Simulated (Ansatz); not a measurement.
The reference is WC (space group P-6m2, No. 187; relaxed with 0.1 eV smearing).

```xyz
2
Lattice="2.8843 0.0000 0.0000 -1.4422 2.4979 0.0000 0.0000 0.0000 2.8115" Properties=species:S:1:pos:R:3 pbc="T T T"
W      0.0000     0.0000     0.0000
C      0.0000     1.6653     1.4058
```

Computed with plane-wave PAW DFT at the LDA level (Ansatz, a program for electronic structure, 420 eV), spin-orbit coupling left out.

Base values:

| Property | Result |
|---|---|
| Pressure | 0.0 GPa |
| Band gap | zero |

One thing is altered: the cell is scaled by 0.9750 in all directions, atoms relaxed at fixed cell.

Problem. What happens to the pressure, energy relative to the base and band gap?

Solution. The pressure (mean of the normal stresses, compression positive) goes from zero to 37.8 GPa; the energy increases by 82 meV/atom; the band gap is still zero.

The cells carry an imposed strain or load. Stability against distortions was not tested. All final runs are without spin polarisation.
